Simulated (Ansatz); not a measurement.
Start from ZrC in the rock salt structure (space group Fm-3m, No. 225; relaxed with 0.1 eV smearing).

```
CELL_PARAMETERS angstrom
      0.00000     2.33454     2.33454
      2.33454     0.00000     2.33454
      2.33454     2.33454     0.00000
ATOMIC_POSITIONS crystal
  Zr 0.00000 0.00000 0.00000
  C  0.50000 0.50000 0.50000
```

Cartesian axes are those of the cell as printed.

Level of theory: DFT with PBEsol, PAW potentials and a 420 eV plane-wave cutoff in Ansatz (a first-principles code), spin-orbit coupling left out.

The change: compressive biaxial strain of 1.00 % in the plane normal to [001], as in epitaxy on a mismatched substrate; the out-of-plane cell vector and the atoms relax.

Task: Estimate the effect on the energy relative to the base.

Result: The energy increases by 4.6 meV/atom.

Task: How does this affect the out-of-plane strain?

Result: The out-of-plane strain is +0.43 %.

Whether these cells are dynamically stable was not tested. The final runs are not spin-polarised.
